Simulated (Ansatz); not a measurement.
For BP (model structure, started from the NiAs type, P6₃/mmc, No. 194, 4 atoms in the cell), PBEsol (plane waves, PAW; Ansatz, a quantum-chemistry and plane-wave program) gives:

* **equilibrium lattice constant a**: 3.040 Å
* **c axis length**: 5.053 Å
* **cohesive energy**: 4.62 eV/atom

Problem. What does r²SCAN+rVV10 in Ansatz (plane waves, PAW) give for the same quantities?

Solution. 
- lattice constant a: 3.074 Å (increases by 1.1 %)
- lattice parameter c: 5.028 Å (drops by 0.5 %)
- cohesive energy: 4.10 eV/atom (drops by 0.52 eV/atom)

Changes are worked out from the printed values.

Unless a cell is named, each level is at its own relaxed cell (PBEsol 10.11, r²SCAN+rVV10 10.29 Å³/atom).

Ansatz's density-functional and Hartree–Fock values are scalar-relativistic unless marked +SOC, with PAW data made under PBE.

A model structure was made by putting elements into a prototype or built by hand; it is no filed structure, need not be a known phase, and can be a saddle point held by its symmetry.
